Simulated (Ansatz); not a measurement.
An Ansatz (a program for electronic structure) input (Ansatz PBEsol-D3(BJ), no spin-orbit coupling, earlier PAW set):

Ansatz 0.2 input:
```yaml
crystal:
  lattice:
    - [3.4382775094, 0, 0]
    - [-1.7191387547, 2.9776356684, 0]
    - [0, 0, 14.6321266033]
  atoms:
    - { symbol: Ga, position: [0.3333333333, 0.6666666667, 0.669572312] }
    - { symbol: Ga, position: [0.6666666667, 0.3333333333, 0.169572312] }
    - { symbol: Ga, position: [0.6666666667, 0.3333333333, 0.330427688] }
    - { symbol: Ga, position: [0.3333333333, 0.6666666667, 0.830427688] }
    - { symbol: S, position: [0.3333333333, 0.6666666667, 0.0969527172] }
    - { symbol: S, position: [0.6666666667, 0.3333333333, 0.5969527172] }
    - { symbol: S, position: [0.6666666667, 0.3333333333, 0.9030472828] }
    - { symbol: S, position: [0.3333333333, 0.6666666667, 0.4030472828] }
basis: { ecutwfc: 420, ecutrho_ratio: 4, xc_grid: 2, fft_grid_basis: typed }
kpoints: { mp_grid: { grid: [11, 11, 3] } }
hamiltonian:
  xc: pbesol
  dispersion: d3bj
  pseudopotentials: { azcp: { folder: ./paw }, kind: paw }
scf: { occupations: { method: fermi_dirac, width: 0.05 }, convergence: { dr2_threshold: 0.0000000008 } }
relax: { f_tol: 0.005, max_steps: 50 }
output: { forces: true, stress: true }
checkpoint: { write: state.ck, write_every: 1000 }
```

Task: Which symmetry and how many k-points will the program report, and about how many plane waves at Γ?

Result: Space group P63/mmc (ITA 194) with 24 operations, k-points 32 of 363, and 2881 plane waves at Γ.

Task: And the final pressure?

Result: 4.79 GPa (compression positive).

The cells carry an imposed strain or load. No phonon test of stability was made. The cell was made from GaS in the beta-GaS type structure (space group P6_3/mmc, No. 194; layered, stacked along the Cartesian z axis) by this change: isotropic strain −2.72 %.
